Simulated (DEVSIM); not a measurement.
Structure: GaAs n-p junction from an implanted or diffused profile, at 300 K.

```
layer (left to right)  material  thickness (μm)  Na (cm⁻³)  τn (s)  τp (s)
---------------------  --------  --------------  ---------  ------  ------
1                          GaAs            85.0     2.1e14    1e-8    1e-8
```

Added donor profile: 8.9e16 cm⁻³ × exp(−(x − 0 μm)²/(2·(0.26 μm)²)). Left contact: ohmic. Right contact: ohmic. Voltage is applied to the left contact. Recombination: SRH at mid-gap, Auger. Mobility is μmin + (μ − μmin)/(1 + (N/Nref)^α).

Constants are typed, rounded textbook-type inputs, not results; the design itself was drawn at random and stands for no fabricated device. Values at 300 K.

| parameter | GaAs |
|---|---|
| gap (eV) | 1.424 |
| affinity (eV) | 4.07 |
| permittivity | 12.9 |
| Nc (cm⁻³) | 4.7e17 |
| Nv (cm⁻³) | 9e18 |
| μn (cm²/Vs) | 8500 |
| μp (cm²/Vs) | 400 |
| μn,min | 500 |
| μp,min | 20 |
| Nref,n | 6e16 |
| Nref,p | 1.5e17 |
| αn | 0.39 |
| αp | 0.38 |
| Cn (cm⁶/s) | 1e-30 |
| Cp (cm⁶/s) | 1e-30 |

Simulated with DEVSIM: 1D drift-diffusion, Boltzmann statistics, complete ionisation; no tunnelling, impact ionisation, image-force lowering or self-heating.

The peak of the profile was swept, all else fixed.

```json
[
 {"peak of the profile (cm^-3)": "8.9e15", "dark forward voltage at 1 A/cm² (V)": "1.313", "potential step across the device at zero bias (V)": "1.045"},
 {"peak of the profile (cm^-3)": "1.8e16", "dark forward voltage at 1 A/cm² (V)": "1.311", "potential step across the device at zero bias (V)": "1.064"},
 {"peak of the profile (cm^-3)": "4.4e16", "dark forward voltage at 1 A/cm² (V)": "1.309", "potential step across the device at zero bias (V)": "1.087"},
 {"peak of the profile (cm^-3)": "8.9e16", "dark forward voltage at 1 A/cm² (V)": "1.308", "potential step across the device at zero bias (V)": "1.105"},
 {"peak of the profile (cm^-3)": "1.8e17", "dark forward voltage at 1 A/cm² (V)": "1.308", "potential step across the device at zero bias (V)": "1.123"}
]
```

From the first row to the last the dark forward voltage at 1 A/cm² goes from 1.313 to 1.308. From the first row to the last the potential step across the device at zero bias goes from 1.045 to 1.123.
